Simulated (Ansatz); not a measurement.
The starting structures come from a database of crystals and need not be the phases stable at ambient conditions.

The decay constant κ of evanescent states in the gap governs leakage through a thin film.

```yaml
crystal:
  lattice:
    - [5.07663, 0.00000, 0.00000]
    - [-0.13299, 7.32233, 0.00000]
    - [0.00000, 0.00000, 6.81857]
  atoms:
    - { symbol: Ge, position: [0.00000, 0.00000, 0.00000] }
    - { symbol: Ge, position: [0.50000, 0.50000, 0.50000] }
    - { symbol: Se, position: [0.51552, 0.20095, 0.17428] }
    - { symbol: Se, position: [0.48448, 0.79905, 0.82572] }
    - { symbol: Se, position: [0.98448, 0.29905, 0.67428] }
    - { symbol: Se, position: [0.01552, 0.70095, 0.32572] }
    - { symbol: O, position: [0.30164, 0.01420, 0.16179] }
    - { symbol: O, position: [0.69836, 0.98580, 0.83821] }
    - { symbol: O, position: [0.19836, 0.48580, 0.66179] }
    - { symbol: O, position: [0.80164, 0.51420, 0.33821] }
    - { symbol: O, position: [0.45241, 0.25644, 0.41481] }
    - { symbol: O, position: [0.54759, 0.74356, 0.58519] }
    - { symbol: O, position: [0.04759, 0.24356, 0.91481] }
    - { symbol: O, position: [0.95241, 0.75644, 0.08519] }
    - { symbol: O, position: [0.79912, 0.08344, 0.21666] }
    - { symbol: O, position: [0.20088, 0.91656, 0.78334] }
    - { symbol: O, position: [0.70088, 0.41656, 0.71666] }
    - { symbol: O, position: [0.29912, 0.58344, 0.28334] }
```

Space group of this cell: P2_1/c. The cell is taken as given; by r2SCAN its mean pressure is -0.7 GPa.

Transport runs along the normal of the first two printed cell vectors.

No gap correction and no spin-orbit coupling; mid-gap values are interpolated between computed energies.

Question: State the band gap and the smallest decay constant κ at mid-gap according to r2SCAN (Ansatz, a first-principles code).

Answer: Gap 4.72 eV on a 6×4×6 mesh; κ = 0.551 1/Å, at the zone centre.
